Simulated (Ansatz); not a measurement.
A user runs Ansatz (an electronic-structure program) on Zn (P6_3/mmc, 4 atoms in the cell) and asks whether the run is sound. The aim is a self-consistent single point with DFT, PBE, plane waves, default PAW files.

Cell that was meant: a = 2.7463 Å, b = 2.7463 Å, c = 8.8363 Å, α = 90.00°, β = 90.00°, γ = 120.00°.

Part of the input:

```yaml
crystal:
  lattice:
    - [1.453284, 0.000000, 0.000000]
    - [-0.726642, 1.258581, 0.000000]
    - [0.000000, 0.000000, 4.675952]
  atoms:
    - { symbol: Zn, position: [0.000000, 0.000000, 0.000000] }
    - { symbol: Zn, position: [0.000000, 0.000000, 0.500000] }
```

Output, abridged:

```
   [... lines left out ...]
Symmetry: 24 space group operations
Space group: P63/mmc (ITA 194), of the structure as read, at distance tolerance 2.0e-5 Å
k-points: 32 of 363
Initial density: superposition of atomic densities (neutral atoms: chi_scale 0, normalization atom), corrected by the library's trained network
Initial wavefunctions: pseudopotential atomic-orbital guess
Eigensolver: davidson
Functional: x = pbe(κ = 0.804, μ = 0.2195149727645171), c = pbe(β = 0.06672455060314922)
SCF iter   1: F=—  HF=-12852.844300 eV  |F-HF|=—  |Δ(HF+E_count)|=         —  Δρ=6.07e-1  dr2=5.94e0  ethr=1.77e-3  ⟨swp⟩=22.0  Hψ=11838  notcnv=0
all-band conjugate gradients solve this SCF's bands
preconditioner: auto → none
SCF iter   2: F=—  HF=-12858.101398 eV  |F-HF|=—  |Δ(HF+E_count)|=    5.26e0  Δρ=2.43e-1  dr2=6.57e-1  ethr=1.77e-3  ⟨swp⟩=12.1  Hψ=7699  notcnv=0  defer=29
   [... lines left out ...]
SCF iter   9: F=—  HF=-12871.774233 eV  |F-HF|=—  |Δ(HF+E_count)|=   1.24e-5  Δρ=1.28e-4  dr2=1.58e-6  ethr=5.75e-8  ⟨swp⟩=5.0  Hψ=2775  notcnv=0  defer=28
SCF iter  10: F=—  HF=-12871.774233 eV  |F-HF|=—  |Δ(HF+E_count)|=   7.16e-8  Δρ=4.57e-5  dr2=1.98e-7  ethr=3.29e-9  ⟨swp⟩=6.8  Hψ=4255  notcnv=0  defer=28
SCF iter  11: F=-12871.774233 eV  HF=-12871.774233 eV  |F-HF|=1.93e-10  |Δ(HF+E_count)|=   1.98e-8  Δρ=1.85e-6  dr2=2.03e-10  ethr=2.08e-10  ⟨swp⟩=54.2  Hψ=26894  notcnv=0
SCF 1 converged in 11 iterations: F = -12871.774233 eV  dr2 = 2.03e-10
Free energy (F): -12871.774233 eV
Internal energy: -12871.770765 eV  (E = F + TS)
E sigma→0 (E₀):  -12871.772499 eV
Entropy (-TS):   -0.003467 eV (-0.867 meV/atom)
Fermi energy:    106.558704 eV
--- Forces (eV/Å), atoms counted from 1 ---
  atom   1  Zn    -0.00000000     0.00000000     0.00000000
   [... zero for the other atoms too ...]
--- Stress (GPa, compression-positive) ---
    14366.199911      -0.000000      -0.000000
       -0.000000   14366.199911      -0.000000
       -0.000000      -0.000000   14328.530724
  P = ⅓ Tr σ = 14353.6435 GPa (143536.435 kbar)
  The stress holds the Pulay correction. Without it, at fixed plane waves, as pw.x and ABINIT print it: P = 14169.4024 GPa
```

**Question.** Is this run sound? If not, what is wrong?

**Answer.** The run is not sound. The fault is this: lattice multiplied by the bohr radius once too often. Bohr and ångström differ by a factor of 1.89; the cell that the program reads is then far too large or far too small. To fix it, give the lengths in the unit that the key or card expects. The run converged in 11 iterations without an error; against the sound input the free energy rises by 101 eV/atom and the pressure goes from 3.03 to 14350 GPa.

The sound input it was made from differs as follows (other fixes are possible):
```diff
-    - [1.453284, 0.000000, 0.000000]
-    - [-0.726642, 1.258581, 0.000000]
-    - [0.000000, 0.000000, 4.675952]
+    - [2.746309, 0.000000, 0.000000]
+    - [-1.373154, 2.378373, 0.000000]
+    - [0.000000, 0.000000, 8.836268]
```

With that input, the run converged in 6 iterations: free energy E − TS (on the zero of these files) -13276.0636 eV; Fermi level (on the code's own zero) 11.91 eV; pressure 3.03 GPa (DFT, PBE, plane waves, default PAW files).

On the sound input: the starting cell was generated: these elements placed on a structure prototype, without a prior relaxation; it need not be a known phase or ordering of this composition. Its lattice was rescaled by a random factor within 2.5 % of one. With a pressure of about 3 GPa the cell is away from its equilibrium volume at this level. Ansatz's pressure includes its estimate of the finite-basis (Pulay) stress.
